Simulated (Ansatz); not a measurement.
## Effect of Tl → B on hypothetical zinc blende TlBr

The parent structure is TlBr in the zinc blende structure (space group F-43m, No. 216; a = 7.3107 Å; a hypothetical phase, not in the database extracts checked).

Perturbation: B takes the place of Tl on all its sites, then cell and atoms are relaxed.

Level of theory: PBEsol, PAW, 420 eV (Ansatz, a first-principles code; no spin-orbit coupling), earlier PAW set. Γ-centred 10×10×10 mesh, Fermi–Dirac width 0.05 eV, for the changed cell.

```csv
quantity,base,changed,shift
volume per atom,48.84 Å³,26.17 Å³,-22.67 Å³
density,4.83 g/cm³,2.88 g/cm³,-1.955 g/cm³
lattice parameter a,7.311 Å,5.938 Å,-1.373 Å
space group,F-43m (No. 216),F-43m (No. 216),–
shortest interatomic distance,3.166 Å,2.571 Å,-0.5943 Å
band gap,2.77 eV,0.43 eV,-2.34 eV
gap character,"indirect, W → X","indirect, W → X",–
smallest direct gap,2.91 eV,1.16 eV,-1.75 eV
width of the top valence band,1.38 eV,3.28 eV,+1.90 eV
hole mass,–,0.55 mₑ (at W),–
```

With Tl present, leaving out spin-orbit coupling can change the band edges. Effective masses come from finite differences of ±0.01 Å⁻¹. No phonon test of stability was made. As relaxed here, BBr is a hypothetical phase, not in the database extracts checked.
